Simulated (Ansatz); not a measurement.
Where the default PAW files enter, the runs use the earlier of Ansatz's two default sets.

Input:

```
CELL_PARAMETERS angstrom
      4.99265     0.00000     0.00000
      0.00000     4.99265     0.00000
      0.00000     0.00000     6.93393
ATOMIC_POSITIONS crystal
  Si 0.30134 0.30134 0.50000
  Si 0.19866 0.80134 0.75000
  Si 0.69866 0.69866 0.00000
  Si 0.80134 0.19866 0.25000
  O  0.10643 0.23861 0.32011
  O  0.26139 0.60643 0.57011
  O  0.89357 0.76139 0.82011
  O  0.73861 0.39357 0.07011
  O  0.60643 0.26139 0.42989
  O  0.76139 0.89357 0.17989
  O  0.39357 0.73861 0.92989
  O  0.23861 0.10643 0.67989
```

Space group of this cell: P4_12_12. The cell is taken as given.

Level of theory: r2SCAN (plane waves, PAW; Ansatz, an electronic-structure program).

The current runs along the normal of the first two printed vectors; no spin-orbit coupling. Scaled by the factor s: the length along the current (ions clamped). The meshes follow the cell: 6×6×6 and 6×6 across at s = 0.97, 6×6×6 and 6×6 across at s = 1.00, 6×6×4 and 6×6 across at s = 1.03.

```csv
s,mean pressure (GPa),band gap (eV)
0.97,5.9,?
1.00,0.1,6.34
1.03,-4.8,6.18
```

Problem. Take the slope of the band gap against ln s from the two given rows, extrapolate to s = 0.97, and say what the run there gives.

Solution. Slope = (6.18 − 6.34) / ln 1.03 = -5.41 eV. The line gives 6.34 + (-5.41) × ln 0.97 = 6.50 eV. The run gives 6.47 eV, 0.03 eV under the line, 21 % of the predicted step.
